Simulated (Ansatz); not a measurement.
An Ansatz (a program for electronic structure) run: Cs2HfI6 with a change (pressure 9 GPa); DFT with PBEsol, PAW potentials and a 420 eV plane-wave cutoff in Ansatz, scalar-relativistic without spin-orbit coupling.

Input:

Ansatz 0.2 input:
```yaml
crystal:
  lattice:
    - [0, 5.3930576909, 5.3930576909]
    - [5.3930576909, 0, 5.3930576909]
    - [5.3930576909, 5.3930576909, 0]
  atoms:
    - { symbol: Cs, position: [0.25, 0.25, 0.25] }
    - { symbol: Cs, position: [0.75, 0.75, 0.75] }
    - { symbol: Hf, position: [0, 0, 0] }
    - { symbol: I, position: [0.7432093371, 0.2567906629, 0.7432093371] }
    - { symbol: I, position: [0.2567906629, 0.7432093371, 0.2567906629] }
    - { symbol: I, position: [0.7432093371, 0.2567906629, 0.2567906629] }
    - { symbol: I, position: [0.2567906629, 0.7432093371, 0.7432093371] }
    - { symbol: I, position: [0.7432093371, 0.7432093371, 0.2567906629] }
    - { symbol: I, position: [0.2567906629, 0.2567906629, 0.7432093371] }
basis: { ecutwfc: 420, ecutrho_ratio: 4, xc_grid: 2, fft_grid_basis: typed }
kpoints: { mp_grid: { grid: [5, 5, 5] } }
hamiltonian:
  xc: pbesol
  dispersion: none
  pseudopotentials: { kind: paw }
scf: { occupations: { method: fermi_dirac, width: 0.05 } }
relax: { f_tol: 0.01, max_steps: 60, cell: { stress_tol: 0.02, p_target: 9.0 } }
output: { forces: true, stress: true }
checkpoint: { write: state.ck, write_every: 1000 }
```

Output (explanatory and most iteration lines left out):

```
Relaxation: its limit of steps is 60 (relax.max_steps)
Pseudopotential: Cs, paw, valence charge 9
Pseudopotential: Hf, paw, valence charge 26
Pseudopotential: I, paw, valence charge 17
Crystal: 9 atoms, lattice volume = 313.715 Å³
Basis set: ecut = 420 eV, 6183 PW (Γ), exchange–correlation on 108×108×108 points (8 copies of the dense FFT grid, shifted against one another)
Bands: 88, of which v1, the nominal top of the filled ones, is band 73 counted from 1 (72 counted from 0)
Symmetry: 48 space group operations
Space group: Fm-3m (ITA 225), of the structure as read, at distance tolerance 6.8e-5 Å
k-points: 10 of 125
Functional: x = pbesol(κ = 0.804, μ = 0.12345679012345678), c = pbesol(β = 0.046)
SCF iter   1: F=—  HF=-71373.876523 eV  |F-HF|=—  |Δ(HF+E_count)|=         —  Δρ=2.41e-3  dr2=2.53e-2  ethr=1.77e-3  ⟨swp⟩=7.9  Hψ=3906  notcnv=0  defer=19
SCF iter   2: F=—  HF=-71373.872213 eV  |F-HF|=—  |Δ(HF+E_count)|=   4.31e-3  Δρ=1.21e-3  dr2=5.52e-3  ethr=1.74e-5  ⟨swp⟩=2.0  Hψ=1473  notcnv=0  defer=52
SCF 1 converged in 8 iterations: F = -71373.872548 eV  dr2 = 2.16e-8
relax step   1: F+E_penalty+E_count = -71373.87254755 eV  Δ(F+E_penalty+E_count) = +0.000e0 eV  max|allowed force component| = 9.291e-4 eV/Å  Δτ_max = 0.0000 Å  P = +4.510 GPa  Ω = 313.715 Å³  (8 SCF iters, dr2 threshold 1.00e-7 eV, accepted)
[... steps on the carried basis left out ...]
relax step   7: F+E_penalty+E_count = -71372.72823210 eV  Δ(F+E_penalty+E_count) = +4.123e-3 eV  max|allowed force component| = 1.224e-4 eV/Å  Δτ_max = 0.0000 Å  P = +9.002 GPa  Ω = 285.762 Å³  stress off target by 2.18e-3 GPa  SCF on the basis re-selected at this cell (its energy is not comparable with the rows above)  (7 SCF iters)
SCF converged after 7 iterations
Free energy (F): -71372.728232 eV
Internal energy: -71372.728232 eV  (E = F + TS)
E sigma→0 (E₀):  -71372.728232 eV
Entropy (-TS):   -0.000000 eV (-0.000 meV/atom)
Fermi energy:    10.092846 eV
--- Forces (eV/Å), atoms counted from 1 ---
  atom   1  Cs     0.00000000    -0.00000000     0.00000000
  atom   2  Cs    -0.00000000     0.00000000    -0.00000000
  atom   3  Hf     0.00000000     0.00000000    -0.00000000
  atom   4  I     -0.00000000     0.00012236    -0.00000000
  atom   5  I      0.00000000    -0.00012236    -0.00000000
  atom   6  I     -0.00012236     0.00000000     0.00000000
  atom   7  I      0.00012236     0.00000000    -0.00000000
  atom   8  I     -0.00000000    -0.00000000     0.00012236
  atom   9  I      0.00000000     0.00000000    -0.00012236
--- Stress (GPa, compression-positive) ---
        9.002181      -0.000000      -0.000000
       -0.000000       9.002181       0.000000
       -0.000000      -0.000000       9.002181
  P = ⅓ Tr σ = 9.0022 GPa (90.022 kbar)
--- Relaxed structure (6 steps of the walk, 6 accepted, 1 SCFs on fresh bases) ---
  cell:  # Å, volume = 285.7616 Å³
    - [-2.1814557916333905e-34, 5.227868216739775, 5.227868216739775]
    - [5.227868216739775, -1.2587161584962418e-33, 5.227868216739775]
    - [5.227868216739775, 5.227868216739775, 1.5803614820777726e-33]
  atoms:
    - { symbol: Cs, position: [0.24999999999999997, 0.24999999999999997, 0.24999999999999997] }
    - { symbol: Cs, position: [0.7499999999999999, 0.7499999999999999, 0.7499999999999999] }
    - { symbol: Hf, position: [9.426384458031078e-19, -4.958903672234372e-19, -3.4399602050634586e-19] }
    - { symbol: I, position: [0.7393974692237008, 0.26060253077629925, 0.7393974692237006] }
    - { symbol: I, position: [0.26060253077629913, 0.7393974692237009, 0.26060253077629913] }
    - { symbol: I, position: [0.7393974692237009, 0.26060253077629913, 0.26060253077629913] }
    - { symbol: I, position: [0.260602530776299, 0.739397469223701, 0.7393974692237011] }
    - { symbol: I, position: [0.739397469223701, 0.739397469223701, 0.260602530776299] }
    - { symbol: I, position: [0.26060253077629913, 0.26060253077629913, 0.7393974692237009] }
```

Spin-orbit coupling, missing from the scalar runs, can matter with Hf and I. Load acts through the strain it causes; cell and atoms are relaxed under it. Whether these cells are dynamically stable was not tested. No other phases were tried under pressure. The cell was made from Cs₂HfI₆ (space group Fm-3m, No. 225) by this change: pressure 9 GPa.
